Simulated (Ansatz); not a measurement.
Consider Lu in the hcp (Mg type) structure (space group P6_3/mmc, No. 194; relaxed with 0.1 eV smearing).

```xyz
2
Lattice="3.5062 0.0000 0.0000 -1.7531 3.0364 0.0000 0.0000 0.0000 5.4820" Properties=species:S:1:pos:R:3 pbc="T T T"
Lu     1.7531     1.0121     4.1115
Lu     0.0000     2.0243     1.3705
```

Cartesian axes are those of the cell as printed.

The values are results of PBE (Ansatz, a quantum-chemistry and plane-wave program), no spin-orbit coupling, not measurements.

Before the change:

Pressure: 0.0 GPa
Shortest interatomic distance: 340.7 pm
Band gap: zero

Modification: uniaxial strain ε_zz = +2.00 %, all other strain components held at zero, atoms relaxed at fixed cell.

Task: How does this affect the pressure?

Result: The pressure (mean of the normal stresses, compression positive) goes from zero to -0.8 GPa.

Task: Predict the new energy relative to the base.

Result: The energy grows by 3.2 meV/atom.

Task: Estimate the effect on the shortest interatomic distance.

Result: The shortest interatomic distance grows by 4.43 pm to 345.2 pm.

Task: What does the calculation give for the band gap after the change?

Result: The band gap is still zero.

No phonon test of stability was made.
